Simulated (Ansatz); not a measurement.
Consider Ca(OH)$_{2}$ (space group P-3m1, No. 164; layered).

```
Ca(OH)2
1.0
    3.56116     0.00000     0.00000
   -1.78058     3.08405     0.00000
    0.00000     0.00000     4.76765
Ca H O
1 2 2
Direct
  0.00000   0.00000   0.00000
  0.66667   0.33333   0.55664
  0.33333   0.66667   0.44336
  0.66667   0.33333   0.76119
  0.33333   0.66667   0.23881
```

Calculations: Kohn–Sham DFT with the PBEsol functional, run in Ansatz (an electronic-structure program) with PAW and 420 eV plane waves, no spin-orbit coupling.

For the base:

Band gap: 4.19 eV
Electron mass: 0.53 mₑ along c, 0.45 mₑ across (at Γ)
Density: 2.35 g/cm³

The change: hydrostatic tension (pressure −2 GPa).

Q: What does the calculation give for the band gap after the change?

A: The band gap falls by 0.336 eV, from 4.19 eV to 3.86 eV.

Q: Predict the new electron mass.

A: The electron mass changes from 0.53 mₑ along c, 0.45 mₑ across (at Γ) to 0.55 mₑ along c, 0.48 mₑ across (at Γ).

Q: How does this affect the density?

A: The density falls by 0.21 g/cm³, from 2.35 g/cm³ to 2.14 g/cm³.

Load acts through the strain it causes; cell and atoms are relaxed under it. Masses are band curvatures over ±0.01 Å⁻¹ around the edge. No phonon test of stability was made. No dispersion term is included in the PBEsol runs.
